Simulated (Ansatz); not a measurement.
System: In-vacancy pair (In on one host Ga site, one Ga site vacant) in wurtzite GaN (charge state -3). Method: PBE, PAW (plane waves to 420 eV; Ansatz, a first-principles code).

Cell of 72 host sites held at the relaxed PBE lattice; one k-point at (0.125, 0.250, 0.250); Fermi-Dirac width 0.01 eV, spin-restricted; finite-size errors left in. Static, classical nuclei. The charge state is imposed; whether it is stable for some Fermi level was not computed. Forms of the defect that were not tried may lie lower. The start lies 0.13 eV above the lowest site run (PBE).

Barriers: single points on a 2×2×2 k-point mesh shifted by half a step along c at the bands' geometries (they differ from the bands' own by up to 0.06 eV, and are uncertain by about as much).

Relaxed starting cell (atoms counted from 1):

```yaml
crystal:
  lattice:
    - [9.65543, 0.00000, 0.00000]
    - [-4.82771, 8.36185, 0.00000]
    - [0.00000, 0.00000, 10.48619]
  atoms:
    - { symbol: In, position: [0.21690, 0.11539, 0.26221] }
    - { symbol: Ga, position: [0.22038, 0.11261, 0.74668] }
    - { symbol: Ga, position: [0.22001, 0.44617, 0.25383] }
    - { symbol: Ga, position: [0.22029, 0.43970, 0.74694] }
    - { symbol: Ga, position: [0.22004, 0.77494, 0.25354] }
    - { symbol: Ga, position: [0.22225, 0.77577, 0.74969] }
    - { symbol: Ga, position: [0.55751, 0.11267, 0.25336] }
    - { symbol: Ga, position: [0.55698, 0.11049, 0.74963] }
    - { symbol: Ga, position: [0.55686, 0.44581, 0.25150] }
    - { symbol: Ga, position: [0.55516, 0.44437, 0.74977] }
    - { symbol: Ga, position: [0.55575, 0.77687, 0.25375] }
    - { symbol: Ga, position: [0.55598, 0.77680, 0.74829] }
    - { symbol: Ga, position: [0.88661, 0.11302, 0.25364] }
    - { symbol: Ga, position: [0.89301, 0.11254, 0.74703] }
    - { symbol: Ga, position: [0.88851, 0.44419, 0.25083] }
    - { symbol: Ga, position: [0.88944, 0.44329, 0.74866] }
    - { symbol: Ga, position: [0.88694, 0.77595, 0.25150] }
    - { symbol: Ga, position: [0.88850, 0.77787, 0.74990] }
    - { symbol: Ga, position: [0.10959, 0.22433, 0.99211] }
    - { symbol: Ga, position: [0.11334, 0.55078, 0.49815] }
    - { symbol: Ga, position: [0.11147, 0.55655, 0.00072] }
    - { symbol: Ga, position: [0.11328, 0.89240, 0.50392] }
    - { symbol: Ga, position: [0.11091, 0.88850, 0.99977] }
    - { symbol: Ga, position: [0.44157, 0.22038, 0.50372] }
    - { symbol: Ga, position: [0.44533, 0.22288, 0.99976] }
    - { symbol: Ga, position: [0.43739, 0.55075, 0.49807] }
    - { symbol: Ga, position: [0.44402, 0.55655, 0.00087] }
    - { symbol: Ga, position: [0.44472, 0.88850, 0.49759] }
    - { symbol: Ga, position: [0.44448, 0.88908, 0.00143] }
    - { symbol: Ga, position: [0.78268, 0.21998, 0.49797] }
    - { symbol: Ga, position: [0.77699, 0.22216, 0.00073] }
    - { symbol: Ga, position: [0.77783, 0.55609, 0.49976] }
    - { symbol: Ga, position: [0.77757, 0.55622, 0.00079] }
    - { symbol: Ga, position: [0.78290, 0.89660, 0.49798] }
    - { symbol: Ga, position: [0.77717, 0.88985, 0.00096] }
    - { symbol: N, position: [0.22674, 0.10728, 0.45748] }
    - { symbol: N, position: [0.22377, 0.11007, 0.94147] }
    - { symbol: N, position: [0.23054, 0.46137, 0.43191] }
    - { symbol: N, position: [0.22478, 0.45062, 0.93866] }
    - { symbol: N, position: [0.22033, 0.77667, 0.44064] }
    - { symbol: N, position: [0.22315, 0.77825, 0.93808] }
    - { symbol: N, position: [0.55677, 0.11297, 0.44052] }
    - { symbol: N, position: [0.55526, 0.11032, 0.93810] }
    - { symbol: N, position: [0.55620, 0.44417, 0.43960] }
    - { symbol: N, position: [0.55607, 0.44601, 0.93803] }
    - { symbol: N, position: [0.55685, 0.77660, 0.44048] }
    - { symbol: N, position: [0.55531, 0.77835, 0.93774] }
    - { symbol: N, position: [0.87361, 0.10386, 0.43199] }
    - { symbol: N, position: [0.88314, 0.10903, 0.93874] }
    - { symbol: N, position: [0.88817, 0.44508, 0.43874] }
    - { symbol: N, position: [0.88839, 0.44509, 0.93771] }
    - { symbol: N, position: [0.88954, 0.77780, 0.43954] }
    - { symbol: N, position: [0.88758, 0.77767, 0.93816] }
    - { symbol: N, position: [0.10160, 0.23163, 0.17895] }
    - { symbol: N, position: [0.11104, 0.22148, 0.71103] }
    - { symbol: N, position: [0.10873, 0.55651, 0.18692] }
    - { symbol: N, position: [0.11089, 0.55486, 0.68834] }
    - { symbol: N, position: [0.10296, 0.87445, 0.18494] }
    - { symbol: N, position: [0.11022, 0.88544, 0.69310] }
    - { symbol: N, position: [0.45775, 0.22971, 0.18495] }
    - { symbol: N, position: [0.44749, 0.22261, 0.69288] }
    - { symbol: N, position: [0.44551, 0.55571, 0.18757] }
    - { symbol: N, position: [0.44496, 0.55516, 0.68843] }
    - { symbol: N, position: [0.44402, 0.88865, 0.18986] }
    - { symbol: N, position: [0.44459, 0.88812, 0.68799] }
    - { symbol: N, position: [0.77590, 0.22383, 0.18693] }
    - { symbol: N, position: [0.77784, 0.22182, 0.68810] }
    - { symbol: N, position: [0.77739, 0.55543, 0.18849] }
    - { symbol: N, position: [0.77790, 0.55510, 0.68880] }
    - { symbol: N, position: [0.77695, 0.88741, 0.18763] }
    - { symbol: N, position: [0.77761, 0.88794, 0.68836] }
```
Cell charge -3.

End state 1 differs by these moves (Å; atoms that move under 0.08 Å are left out):

| atom | element | Δx | Δy | Δz |
|---|---|---|---|---|
| 1 | In | -1.47 | 0.86 | 2.37 |
| 3 | Ga | 0.02 | -0.03 | -0.09 |
| 5 | Ga | -0.04 | 0.07 | -0.05 |
| 7 | Ga | -0.08 | 0.01 | -0.05 |
| 9 | Ga | -0.02 | -0.07 | -0.03 |
| 13 | Ga | 0.04 | -0.01 | -0.09 |
| 17 | Ga | 0.05 | 0.06 | -0.03 |
| 19 | Ga | 0.04 | -0.02 | 0.16 |
| 26 | Ga | 0.06 | 0.06 | 0.01 |
| 34 | Ga | -0.02 | -0.08 | 0.01 |
| 36 | N | 0.10 | -0.06 | -0.12 |
| 54 | N | 0.01 | -0.01 | 0.08 |
| 55 | N | -0.01 | 0.00 | -0.13 |

Problem. Give the forward and backward barriers to end state 1 at the level PBE, PAW.

Solution. forward 1.27 eV, backward 1.16 eV; at the saddle point atom 1 has neighbours N at 1.97, N at 2.09, N at 2.52, N at 2.53 Å. The saddle point's order was not checked, and it lies on a symmetry element of the cell, where a band can be held.

End state 2 differs by these moves (Å; atoms that move under 0.08 Å are left out):

```
atom  element     Δx     Δy     Δz
----  -------  -----  -----  -----
1          In   0.08  -0.05  -0.24
2          Ga  -1.58   0.91  -2.49
20         Ga  -0.04   0.05   0.06
30         Ga  -0.06   0.02   0.06
36          N  -0.07   0.04  -0.12
37          N  -0.02   0.01   0.34
38          N   0.00  -0.13   0.07
48          N   0.10   0.06   0.07
55          N  -0.11   0.06  -0.25
58          N   0.01  -0.09   0.01
59          N  -0.01  -0.11  -0.06
61          N   0.08   0.05  -0.06
```

Problem. Give the forward and backward barriers to end state 2 at the level PBE, PAW.

Solution. forward 1.74 eV, backward 1.87 eV; at the saddle point atom 2 has neighbours N at 1.77, N at 1.85 Å. The saddle point's order was not checked, and it lies on a symmetry element of the cell, where a band can be held.

End state 3 differs by these moves (Å; atoms that move under 0.08 Å are left out):

```tsv
atom	element	Δx	Δy	Δz
1	In	0.07	-0.03	-0.10
24	Ga	0.02	0.09	-0.01
26	Ga	-1.58	-2.67	0.05
34	Ga	-0.06	-0.10	0.01
38	N	-0.11	-0.20	0.02
44	N	0.09	-0.05	-0.05
46	N	-0.03	0.16	-0.08
48	N	0.13	0.06	0.09
55	N	-0.02	0.01	-0.20
63	N	-0.01	0.00	0.18
```

Problem. Estimate the forward and backward barriers to end state 3 that PBE, PAW returns for this input.

Solution. forward 2.04 eV, backward 2.00 eV; at the saddle point atom 26 has neighbours N at 1.83, N at 2.16, N at 2.28, N at 2.29, N at 2.32 Å. The saddle point's order was not checked.
